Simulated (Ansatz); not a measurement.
## NdPd3 (Pm-3m, No. 221)

Level of theory: PBEsol (plane waves, PAW; Ansatz, a quantum-chemistry and plane-wave program).

Numerical settings: plane-wave cutoff 520 eV, 14×14×14 k mesh, Fermi–Dirac smearing 0.05 eV, spin-polarised with parallel moments, scalar-relativistic PAW data made under PBE.

Cell: relaxed at this level.

```
Item                 Result
------------------  -------
band gap               none
lattice constant a  4.092 Å
bulk modulus        139 GPa
```

Note: the magnetic order was assumed, not searched for or taken from measurement; the relaxation could not lower the start's symmetry, so the cell can be a saddle point above a distorted one; the 4f shell is treated without U or exact exchange, so its levels and filling can be wrong; the bulk modulus is −V dP/dV from two relaxed cells at ±2 % in volume.

Spin–orbit coupling is not included.

Computed values are for the static lattice.

The result took about 5 core-minutes (a rough figure).
